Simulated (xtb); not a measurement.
xtb 6.7.1, GFN2-xTB: FC(F)=[C]C(F)=C(F)F, charge +1, multiplicity 1, 9 atoms. The geometry is a generated start, not checked to be a minimum at this level.

| Quantity | Result |
|---|---|
| run flags | --grad |
| method | GFN2-xTB |
| --acc | 1 (default) |
| --etemp (K) | 300 (default) |
| basis functions | 36 |
| valence electrons | 50 |

```xyz
9

F      2.7019     0.8613     0.2561
C      1.8917    -0.1215     0.4636
F      2.3964    -1.0557     1.1926
C      0.6276    -0.0964     0.0760
C     -0.5342    -0.1997    -0.5839
F     -0.6276    -0.7596    -1.7732
C     -1.7607     0.2968    -0.0491
F     -2.8575     0.2285    -0.6733
F     -1.8376     0.8463     1.0912
```

Charge 1 and multiplicity 1 are set for this test and not shown to be the ground state.

One run each on 1 thread. Values of broydamp tried: 0.02, 0.05, 0.1, 0.2, 0.4 (default), 0.6, 0.8, 1.

Task: How does the count of SCC iterations change with broydamp, and where is it least?

Result: Fewest SCC iterations, within one of each other: 0.2 with 13, 0.4 (default) with 12, 0.6 with 13. The count rises to 21 at 0.02. All converge to one solution.

```
broydamp       SCC iterations            end
-------------  --------------  -------------
0.02                       21  same solution
0.05                       18  same solution
0.1                        16  same solution
0.2                        13  same solution
0.4 (default)              12  same solution
0.6                        13  same solution
0.8                        15  same solution
1                          16  same solution
```
